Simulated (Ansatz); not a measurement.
Worked example: self-consistent single point of Cl (Cm, 4 atoms in the cell) in Ansatz (a first-principles code).

Method: PBEsol, default PAW files made with PBE (plane waves; Ansatz).

```
CELL_PARAMETERS angstrom
      2.24672    -3.12936     0.00000
      2.24672     3.12936     0.00000
      0.00000     0.00000     8.28478
ATOMIC_POSITIONS crystal
  Cl 0.87700 0.87700 0.90304
  Cl 0.62300 0.62300 0.39700
  Cl 0.37700 0.37700 0.60300
  Cl 0.12300 0.12300 0.10300
```

Reference input (self-consistent single point, DFT, PBEsol, plane waves, default PAW files made with PBE): basis.ecutwfc = 420 eV; kpoints.mp_grid.grid = 7 7 3; hamiltonian.xc = pbesol; hamiltonian.pseudopotentials = {kind: paw} (the program's default PAW files); scf.occupations.method = fermi_dirac; scf.occupations.width = 0.01 eV. This run's input differs from it in these lines:

Ansatz 0.2 input:
```diff
@@ -14,3 +14,3 @@
 kpoints:
-  mp_grid: { grid: [7, 7, 3] }
+  mp_grid: { grid: [6, 6, 3], shift: [0.5, 0.5, 0.5] }
 hamiltonian:
```

Log, with long lists cut:

```
SCF iter   1: F=—  HF=-4243.137822 eV  |F-HF|=—  |Δ(HF+E_count)|=         —  Δρ=3.39e-3  dr2=1.29e-2  ethr=1.77e-3  ⟨swp⟩=6.5  Hψ=3310  notcnv=0
all-band conjugate gradients solve this SCF's bands
preconditioner: auto → Resta (q_TF=auto, 2.151 Å⁻¹)
SCF iter   2: F=—  HF=-4243.136898 eV  |F-HF|=—  |Δ(HF+E_count)|=   9.24e-4  Δρ=1.69e-3  dr2=2.98e-3  ethr=4.59e-5  ⟨swp⟩=2.0  Hψ=1312  notcnv=0
SCF iter   3: F=—  HF=-4243.136910 eV  |F-HF|=—  |Δ(HF+E_count)|=   1.17e-5  Δρ=2.88e-4  dr2=1.01e-4  ethr=1.06e-5  ⟨swp⟩=2.7  Hψ=1122  notcnv=0
SCF iter   4: F=—  HF=-4243.136966 eV  |F-HF|=—  |Δ(HF+E_count)|=   5.61e-5  Δρ=1.03e-4  dr2=1.21e-5  ethr=3.61e-7  ⟨swp⟩=2.4  Hψ=935  notcnv=0
SCF iter   5: F=—  HF=-4243.136977 eV  |F-HF|=—  |Δ(HF+E_count)|=   1.10e-5  Δρ=3.63e-5  dr2=2.63e-6  ethr=4.31e-8  ⟨swp⟩=2.0  Hψ=936  notcnv=0
SCF iter   6: F=—  HF=-4243.136978 eV  |F-HF|=—  |Δ(HF+E_count)|=   9.98e-7  Δρ=1.27e-5  dr2=2.65e-7  ethr=9.40e-9  ⟨swp⟩=3.0  Hψ=1025  notcnv=0
SCF iter   7: F=-4243.136978 eV  HF=-4243.136978 eV  |F-HF|=4.26e-8  |Δ(HF+E_count)|=   2.15e-7  Δρ=3.45e-6  dr2=1.17e-8  ethr=3.57e-10  ⟨swp⟩=5.1  Hψ=2563  notcnv=0
SCF 1 converged in 7 iterations: F = -4243.136978 eV  dr2 = 1.17e-8
Free energy (F): -4243.136978 eV
Internal energy: -4243.136978 eV  (E = F + TS)
E sigma→0 (E₀):  -4243.136978 eV
Fermi energy:    1.581269 eV
--- Forces (eV/Å), atoms counted from 1 ---
  atom   1  Cl    -0.08778696     0.00000000    -0.29271409
  atom   2  Cl    -0.26392270     0.00000000     0.32047882
  atom   3  Cl     0.26484297     0.00000000    -0.31539956
  atom   4  Cl     0.08687480     0.00000000     0.28763511
--- Stress (GPa, compression-positive) ---
       -0.934183       0.000000       0.929409
        0.000000       0.196654       0.000000
        0.929409       0.000000      -1.398868
  P = ⅓ Tr σ = -0.7121 GPa (-7.121 kbar)
  The stress holds the Pulay correction. Without it, at fixed plane waves, as pw.x and ABINIT print it: P = -0.7144 GPa
```

The run converged in 7 iterations. Against the reference run the free energy is nearly the same (within 1 meV/atom), the pressure stays at -0.71 GPa, the largest force stays at 0.415 eV/Å and the gap on the mesh goes from 2.395 to 2.418 eV.

The starting cell has typed, rounded lattice constants, without a prior relaxation at this level. Its lattice was rescaled by up to half a per cent. One atom was moved a little off its site on purpose. Ansatz's pressure includes its estimate of the finite-basis (Pulay) stress. The shifted mesh does not hold Γ, so a gap read on it misses any band edge there.
